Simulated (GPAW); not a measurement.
Input and output of a self-consistent single point for MnNi₃ (Pm-3m, 4 atoms in the cell) (GPAW).

Method: PBEsol, GPAW PAW datasets PBEsol (made by gpaw-setup) (plane waves; GPAW).

```xyz
4
Lattice="3.5930 0.0000 0.0000 0.0000 3.5930 0.0000 0.0000 0.0000 3.5930" Properties=species:S:1:pos:R:3 pbc="T T T"
Ni     0.0000     1.7965     1.7965
Ni     1.7965     0.0000     1.7965
Ni     1.7965     1.7965     0.0000
Mn     0.0000     0.0000     0.0000
```
Moments meant for the start (each program seeds them in its own way; μB, in the order of the atoms Ni Ni Ni Mn): 2.0 2.0 2.0 4.0.

Reference input (self-consistent single point, DFT PBEsol, plane waves, GPAW PAW datasets PBEsol (made by gpaw-setup)): spinpol = true; mode = pw; ecut = 850 eV; xc = PBEsol; kpts = 6 6 6; mesh shift (steps) = 0 0 0; occupations.name = methfessel-paxton; occupations.width = 0.136 eV; occupations.order = 0; nbands = -8; convergence.density = 1e-05 e/electron; symmetry.symmorphic = false. This run's input differs from it in these lines:

```diff
@@ -20,3 +20,3 @@
             kpts={'size': (6, 6, 6), 'gamma': True},
-            occupations={'name': 'methfessel-paxton', 'width': 0.136, 'order': 0},
+            occupations={'name': 'methfessel-paxton', 'width': 0.3, 'order': 0},
             nbands=-8,
```

Output, abridged:

```
     iter     time        total  log10-change:  magmom
                         energy   eigst   dens
iter:   1 --:--:--   -33.020846                   +10.0110
iter:   2 --:--:--   -33.968766   -0.36  -1.88    +7.2108
iter:   3 --:--:--   -34.373149   -0.95  -1.89    +4.9409
iter:   4 --:--:--   -34.298473   -1.62  -1.97    +5.1369
iter:   5 --:--:--   -34.504382   -1.82  -2.03    +5.0423
iter:   6 --:--:--   -34.488108   -2.43  -2.55    +5.0060
iter:   7 --:--:--   -34.483263c  -2.78  -2.67    +4.9832
iter:   8 --:--:--   -34.466849c  -3.19  -2.79    +5.0045
iter:   9 --:--:--   -34.465254c  -3.36  -3.03    +5.0728
   [... lines left out ...]
iter:  34 --:--:--   -34.470514c  -7.16  -4.51    +4.5574
iter:  35 --:--:--   -34.469977c  -6.11  -5.31c   +4.5304
iter:  36 --:--:--   -34.470254c  -6.80  -4.41    +4.5446
iter:  37 --:--:--   -34.470225c  -8.98c -4.57    +4.5433
iter:  38 --:--:--   -34.470207c  -9.00c -4.53    +4.5424
iter:  39 --:--:--   -34.470209c -10.30c -4.49    +4.5425
iter:  40 --:--:--   -34.470205c -10.06c -4.50    +4.5424
iter:  41 --:--:--   -34.470235c  -7.88c -4.49    +4.5425
iter:  42 --:--:--   -34.470236c  -9.36c -4.79    +4.5425
iter:  43 --:--:--   -34.470273c  -8.12c -4.84    +4.5431
iter:  44 --:--:--   -34.470230c  -8.29c -5.38c   +4.5412
Converged after 44 iterations.

Dipole moment: (0.000000, 0.000000, 0.000000) |e|*Ang

Total magnetic moment: (0.000000, 0.000000, 4.541221)
Local magnetic moments:
   0 Ni ( 0.000000,  0.000000,  0.472177)
   1 Ni ( 0.000000,  0.000000,  0.472177)
   2 Ni ( 0.000000,  0.000000,  0.472177)
   3 Mn ( 0.000000,  0.000000,  3.109353)

Energy contributions relative to reference atoms: (reference = -155481.079169)

Kinetic:         +9.718810
Potential:       -5.494305
External:        +0.000000
XC:             -39.024943
Entropy (-ST):   -0.207060
Local:           +0.433738
SIC:             +0.000000
--------------------------
Free energy:    -34.573760
Extrapolated:   -34.470230

Spin contamination: 0.176772 electrons
Showing only first 2 kpts
                      Up                     Down
   [... lines left out ...]
Fermi level: 8.11550
No gap
   [... lines left out ...]
Energy (eV): -34.47023

Forces in eV/Ang:
  0 Ni    0.00000   -0.00000   -0.00000
  1 Ni   -0.00000    0.00000    0.00000
  2 Ni    0.00000    0.00000    0.00000
  3 Mn   -0.00000   -0.00000   -0.00000

Stress tensor:
     0.071589     0.000000     0.000000
     0.000000     0.071589     0.000000
     0.000000     0.000000     0.071589
Stress (GPa, Voigt): [11.4699 11.4699 11.4699  0.      0.      0.    ]
```

The run converged in 44 iterations. GPAW prints stress with tension positive. Against the reference run the free energy falls by 20.0 meV/atom, the pressure goes from -11.32 to -11.47 GPa and the size of the net moment goes from 1.19 to 1.14 μB/atom.

The starting cell comes from a database of published, mostly measured structures (it also holds non-ambient and calculated ones), without a prior relaxation at this level. The magnetic order is the one reached from the typed start; others were not searched systematically. With a pressure of about -11 GPa the cell is away from its equilibrium volume at this level.

Cost on one core of a shared machine: roughly 7 min.
